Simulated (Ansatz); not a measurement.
## Au: pressure 2.1 GPa

The parent structure is Au in the fcc (Cu type) structure (space group Fm-3m, No. 225; a = 4.0834 Å).

Modification: a hydrostatic pressure of 2.1 GPa.

Computed with Ansatz (an electronic-structure program) PBEsol, spin-orbit coupling left out. Γ-centred 20×20×20 mesh, Fermi–Dirac width 0.05 eV.

```csv
quantity,base,changed,shift
density,19.21 g/cm³,19.44 g/cm³,+0.23 g/cm³
lattice parameter a,408.3 pm,406.8 pm,-1.58 pm
shortest interatomic distance,288.7 pm,287.6 pm,-1.1 pm
enthalpy H = E + PV relative to the base's energy,–,+0.22 eV/atom,–
band gap,zero,zero,–
```

Load acts through the strain it causes; cell and atoms are relaxed under it. Whether these cells are dynamically stable was not tested.
